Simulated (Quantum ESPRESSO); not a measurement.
Quantum ESPRESSO run on MnPd (P4/mmm, 2 atoms in the cell): self-consistent single point.

Method of the run: PBEsol, GBRV 1.5 ultrasoft (PBESOL) pseudopotentials (plane waves; Quantum ESPRESSO 7.5).

```yaml
crystal:
  lattice:
    - [3.00107, 0.00000, 0.00000]
    - [0.00000, 3.00107, 0.00000]
    - [0.00000, 0.00000, 3.34348]
  atoms:
    - { symbol: Mn, position: [0.00000, 0.00000, 0.00000], spin: 4.0 }
    - { symbol: Pd, position: [0.50000, 0.50000, 0.50000] }
```
(The spins are starting values, not results.)

Reference input (self-consistent single point, DFT, LDA (PZ), plane waves, GBRV 1.5 ultrasoft (LDA) pseudopotentials): ecutwfc = 50 Ry; ecutrho = 400 Ry; occupations = smearing; smearing = fd; degauss = 0.0073499 Ry; nspin = 2; potentials = {Mn: mn_lda_v1.5.uspp.F.UPF, Pd: pd_lda_v1.4.uspp.F.UPF}; K_POINTS = automatic 9 9 8 0 0 0; conv_thr = 1e-10 Ry; mixing_beta = 0.3. This run's input differs from it in these lines:

```diff
@@ -26,4 +26,4 @@
 ATOMIC_SPECIES
-Mn    54.9380  mn_lda_v1.5.uspp.F.UPF
-Pd   106.4200  pd_lda_v1.4.uspp.F.UPF
+Mn    54.9380  mn_pbesol_v1.5.uspp.F.UPF
+Pd   106.4200  pd_pbesol_v1.4.uspp.F.UPF
 ATOMIC_POSITIONS alat
```

Log, with long lists cut:

```
     Self-consistent Calculation

     iteration #  1     ecut=    50.00 Ry     beta= 0.30

     negative rho (up, down):  3.732E-02 3.733E-02

     total energy              =    -408.83625347 Ry
     estimated scf accuracy    <       3.79997253 Ry

     total magnetization       =     3.37 Bohr mag/cell
     absolute magnetization    =     3.38 Bohr mag/cell

     iteration #  2     ecut=    50.00 Ry     beta= 0.30

     negative rho (up, down):  3.781E-02 3.780E-02

     total energy              =    -409.29414087 Ry
     estimated scf accuracy    <       3.02736718 Ry

     total magnetization       =     2.95 Bohr mag/cell
   [... lines left out ...]

     iteration # 14     ecut=    50.00 Ry     beta= 0.30

     negative rho (up, down):  3.860E-02 3.815E-02

     total energy              =    -409.73449703 Ry
     estimated scf accuracy    <          1.3E-10 Ry

     total magnetization       =     4.46 Bohr mag/cell
     absolute magnetization    =     4.52 Bohr mag/cell

     iteration # 15     ecut=    50.00 Ry     beta= 0.30

     negative rho (up, down):  3.860E-02 3.815E-02

     Magnetic moment per site  (integrated on atomic sphere of radius R)
     atom   1 (R=0.371)  charge= 13.5034  magn=  3.9379
     atom   2 (R=0.371)  charge= 14.3454  magn=  0.3744
     End of self-consistent calculation

     Number of k-points >= 100: set verbosity='high' to print the bands.

     the Fermi energy is    16.5316 ev

!    total energy              =    -409.73449703 Ry
     estimated scf accuracy    <          5.5E-11 Ry
     smearing contrib. (-TS)   =      -0.00214371 Ry
     internal energy E=F+TS    =    -409.73235332 Ry

     total magnetization       =     4.46 Bohr mag/cell
     absolute magnetization    =     4.52 Bohr mag/cell

     convergence has been achieved in  15 iterations

     negative rho (up, down):  3.860E-02 3.815E-02

     Forces acting on atoms (cartesian axes, Ry/au):

     atom    1 type  1   force =     0.00000000    0.00000000    0.00000000
     atom    2 type  2   force =     0.00000000    0.00000000    0.00000000

     Total force =     0.000000     Total SCF correction =     0.000000

     negative rho (up, down):  3.860E-02 3.815E-02
          total   stress  (Ry/bohr**3)                   (kbar)     P=      -58.69
  -0.00040386   0.00000000   0.00000000          -59.41        0.00        0.00
   0.00000000  -0.00040386   0.00000000            0.00      -59.41        0.00
   0.00000000   0.00000000  -0.00038914            0.00        0.00      -57.24

   JOB DONE.
```

The run converged in 15 iterations. Against the reference run the pressure goes from -11.70 to -5.87 GPa and the size of the net moment hardly changes (2.21 to 2.23 μB/atom).

The starting cell comes from a database of computed structures (which also holds hypothetical and non-ambient phases and stackings), without a prior relaxation at this level. The magnetic order is the one reached from the typed start; others were not searched systematically. With a pressure of about -6 GPa the cell is away from its equilibrium volume at this level.

Cost on one core of a shared machine: roughly 50 s.
